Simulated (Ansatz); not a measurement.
Li$_{2}$Se in the anti-fluorite structure (space group Fm-3m, No. 225)

Space group Fm-3m (No. 225); a = b = c = 5.945 Å, α = β = γ = 90.00°

```csv
atom,site,symmetry,x,y,z
Li,8c,-43m,0.2500,0.2500,0.2500
Se,4a,m-3m,0.0000,0.0000,0.0000
```
(The calculation used a cell of 3 atoms; values per cell refer to that cell.)

Calculations: Kohn–Sham DFT with the PBEsol functional, run in Ansatz (a quantum-chemistry and plane-wave program) with PAW and 420 eV plane waves, without spin-orbit coupling. k-mesh 10×10×10 (Γ-centred); smearing 0.05 eV (Fermi–Dirac).

| Property | Result |
|---|---|
| Volume per atom | 17.51 Å³ |
| Density | 2.94 g/cm³ |
| Band gap | 2.82 eV, indirect, Γ → X |
| Electron mass | 0.61 mₑ along k, 0.31 mₑ across |
| Hole mass (degenerate bands, along [100]) | 0.35, 0.78, 0.78 mₑ |
| Lowest conduction-band minima above the VBM | X along ⟨100⟩ 2.82 eV; Γ 3.36 eV |
| Total energy | -1944.658 eV/atom (σ→0; compares only within this code and set-up) |

Effective masses come from finite differences of ±0.01 Å⁻¹. Along k means along the line from Γ to the band edge. Whether these cells are dynamically stable was not tested.
